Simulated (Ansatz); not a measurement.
Ansatz (a first-principles code) run on BaMnO₃ (P6_3/mmc, 10 atoms in the cell): relaxation of the atoms.

Method: PBEsol, default PAW files made with PBE (plane waves; Ansatz).

```xyz
10
Lattice="5.6991 0.0000 0.0000 -2.8495 4.9356 0.0000 0.0000 0.0000 4.8148" Properties=species:S:1:pos:R:3 pbc="T T T"
O      0.0000     1.4757     1.2037
O      4.4211     0.7379     3.6111
O      1.5715     4.1977     1.2037
O      2.8496     3.4598     3.6111
O     -1.5715     4.1977     1.2037
O      1.2780     0.7379     3.6111
Ba     0.0000     3.2904     3.6111
Ba     2.8496     1.6452     1.2037
Mn     0.0000     0.0000     0.0000
Mn     0.0000     0.0000     2.4074
```
Moments meant for the start (each program seeds them in its own way; μB, in the order of the atoms O O O O O O Ba Ba Mn Mn): 0.0 0.0 0.0 0.0 0.0 0.0 0.0 0.0 4.0 4.0.

Reference input (self-consistent single point, DFT, PBEsol, plane waves, default PAW files made with PBE): basis.ecutwfc = 420 eV; kpoints.mp_grid.grid = 5 5 5; hamiltonian.xc = pbesol; hamiltonian.pseudopotentials = {kind: paw} (the program's default PAW files); magnetization.spin_polarized = true; scf.occupations.method = gaussian; scf.occupations.width = 0.05 eV. This run's input differs from it in these lines:

```diff
@@ -27,2 +27,3 @@
   occupations: { method: gaussian, width: 0.05 eV }
+relax: {}
 output:
```

Output, abridged:

```
   [... SCF lines of the steps left out ...]
relax step   1: F+E_penalty+E_count = -22835.83697523 eV  Δ(F+E_penalty+E_count) = +0.000e0 eV  max|allowed force component| = 2.492e-1 eV/Å  Δτ_max = 0.0000 Å  (12 SCF iters, dr2 threshold 2.50e-6 eV, accepted)
relax step   2: F+E_penalty+E_count = -22835.84333023 eV  Δ(F+E_penalty+E_count) = -6.355e-3 eV  max|allowed force component| = 1.017e-1 eV/Å  Δτ_max = 0.0060 Å  (8 SCF iters, dr2 threshold 3.88e-6 eV, accepted)
relax step   3: F+E_penalty+E_count = -22835.84456757 eV  Δ(F+E_penalty+E_count) = -1.237e-3 eV  max|allowed force component| = 1.803e-3 eV/Å  Δτ_max = 0.0041 Å  (8 SCF iters, dr2 threshold 6.47e-7 eV, accepted)
relax step   4: F+E_penalty+E_count = -22835.84456757 eV  Δ(F+E_penalty+E_count) = +2.459e-9 eV  max|allowed force component| = 1.811e-3 eV/Å  Δτ_max = 0.0000 Å  (2 SCF iters, accepted)
the relaxation is at rest under the 24 symmetry operations that the run kept from its start: a minimum is not shown …
the relaxation's final electronic state is not compared with the one that a single-point calculation of its input finds at the relaxed geometry …
   [... lines left out ...]
WARN: an SCF from antiferromagnetic starting moments (0.00, 0.00, 0.00, 0.00, 0.00, 0.00, 0.00, 0.00, -4.00, 4.00 Bohr magnetons, atom by atom) was not made, …
Absolute magnetization: 6.1000 μB (∫|ρ↑−ρ↓|, with the PAW one-centre terms)
Free energy (F): -22835.844568 eV
Fermi energy:    10.102899 eV
   [... lines left out ...]
    - { symbol: Ba, position: [0.33333333333333326, 0.6666666666666665, 0.7499999999999999] }
    - { symbol: Ba, position: [0.6666666666666665, 0.33333333333333326, 0.24999999999999994] }
    - { symbol: Mn, position: [3.2792982672949734e-20, 3.51474128984988e-20, 0.0] }
    - { symbol: Mn, position: [3.2792982672949734e-20, 3.5147412898498827e-20, 0.4999999999999999] }
```

The run converged. 

Summary of the result:
```
Item                                                      Value
-----------------------------------------------  --------------
Free energy E − TS (on the zero of these files)  -22835.8446 eV
Fermi level (on the code's own zero)                   10.10 eV
Pressure                                              -1.11 GPa
Largest force (vector length)                        0.002 eV/Å
Size of the cell's spin moment                          5.98 μB
Relaxation steps                                              4
```

The starting cell comes from a database of published, mostly measured structures (it also holds non-ambient and calculated ones), without a prior relaxation at this level. The magnetic order is the one reached from the typed start; others were not searched systematically. The program warned that, by what it read of turns of the moments, another magnetic order lies lower. The relaxation keeps the symmetry of its start, so its end need not be a minimum. Ansatz's pressure includes its estimate of the finite-basis (Pulay) stress. Without the estimate this run gives -1.69 GPa.

Cost on one core of a shared machine: roughly 60 s.

Keys are those of Ansatz 0.2.
